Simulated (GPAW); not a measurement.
GPAW run on P₂Cu₂Li (I4/mmm, 5 atoms in the cell): self-consistent single point.

Method: PBEsol, real-space grid, GPAW PAW datasets PBEsol (made by gpaw-setup) (GPAW).

```xyz
5
Lattice="-1.9435 1.9435 4.7750 1.9435 -1.9435 4.7750 1.9435 1.9435 -4.7750" Properties=species:S:1:pos:R:3 pbc="T T T"
P      0.0000     0.0000     3.7054
P      0.0000     0.0000     5.8446
Cu     0.0000     1.9435     2.3875
Cu     1.9435     0.0000     2.3875
Li     0.0000     0.0000     0.0000
```

Reference input (self-consistent single point, DFT PBEsol, real-space grid, GPAW PAW datasets PBEsol (made by gpaw-setup)): mode = fd; h = 0.2 Å; xc = PBEsol; kpts = 7 7 7; mesh shift (steps) = 0 0 0; occupations.name = fermi-dirac; occupations.width = 0.1 eV; nbands = -9; convergence.forces = 0.001 eV/Å; symmetry.symmorphic = false; symmetry.tolerance = 0.0005; maxiter = 100. This run's input differs from it in these lines:

```diff
@@ -18,3 +18,3 @@
             kpts=(7, 7, 7),
-            occupations={'name': 'fermi-dirac', 'width': 0.1},
+            occupations={'name': 'fermi-dirac', 'width': 0.8},
             nbands=-9,
```

The program printed (abridged):

```
     iter     time        total  log10-change:
                         energy   eigst   dens  force
iter:   1 --:--:--   -26.694479
iter:   2 --:--:--   -24.882729   +0.47  -1.05
iter:   3 --:--:--   -23.691147   +0.15  -1.21
iter:   4 --:--:--   -23.770395   -0.29  -1.43
iter:   5 --:--:--   -23.750059   -0.52  -1.50
iter:   6 --:--:--   -23.713777   -1.07  -2.09
iter:   7 --:--:--   -23.659133   -1.07  -2.11
iter:   8 --:--:--   -23.712819   -1.40  -2.17
iter:   9 --:--:--   -23.721367   -1.70  -2.74
iter:  10 --:--:--   -23.707371c  -1.92  -2.65
iter:  11 --:--:--   -23.709704c  -2.13  -2.76
iter:  12 --:--:--   -23.706583c  -2.36  -2.79
   [... lines left out ...]
iter: 100 --:--:--   -23.711430c  -6.64  -7.50c

Did not converge!

Here are some tips:

1) Make sure the geometry and spin-state is physically sound.
2) Use less aggressive density mixing.
3) Solve the eigenvalue problem more accurately at each scf-step.
4) Use a smoother distribution function for the occupation numbers.
5) Try adding more empty states.
6) Use enough k-points.
7) Don't let your structure optimization algorithm take too large steps.
8) Solve the Poisson equation more accurately.
9) Better initial guess for the wave functions.

See details here:

    https://gpaw.readthedocs.io/documentation/convergence.html
Traceback (most recent call last):
   [... frames left out ...]
gpaw.KohnShamConvergenceError: Did not converge!  See text output for help.
```

The run ended unconverged after 100 iterations. 

The starting cell comes from a database of published, mostly measured structures (it also holds non-ambient and calculated ones), without a prior relaxation at this level.

Cost on one core of a shared machine: roughly 10 min.
